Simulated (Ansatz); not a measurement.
Results of PBE0-D3(BJ) (Ansatz, a program for electronic structure, PAW) for antifluorite K2S.

Run with plane-wave cutoff 460 eV, 6×6×6 k mesh, Fermi–Dirac smearing 0.01 eV, scalar-relativistic PAW data made under PBE.

The volume scan:

```json
[
 {"V (Å³/atom)": "30.403", "E − E_lowest (meV/atom)": "7.06", "P (GPa)": "1.389"},
 {"V (Å³/atom)": "31.203", "E − E_lowest (meV/atom)": "1.90", "P (GPa)": "0.693"},
 {"V (Å³/atom)": "32.003", "E − E_lowest (meV/atom)": "0.00", "P (GPa)": "0.084"},
 {"V (Å³/atom)": "33.073", "E − E_lowest (meV/atom)": "1.84", "P (GPa)": "-0.612"},
 {"V (Å³/atom)": "33.603", "E − E_lowest (meV/atom)": "4.37", "P (GPa)": "-0.914"}
]
```

Problem. Estimate the bulk modulus and its pressure derivative from these points.

Solution. V0 = 32.122 Å³/atom, B0 = 22.4 GPa, B′ = 4.4 (fit to the energies at full precision).

Measured, for comparison: equilibrium volume per atom 33.65 Å³/atom (temperature not stated, no zero-point or thermal correction; as tabulated in Syrotyuk et al. (2015), arXiv:1510.06546). Computed (rounded) less measured: equilibrium volume per atom -4.5 %.

Computed values are for the static lattice.

Computing time: roughly 12 core-minutes.
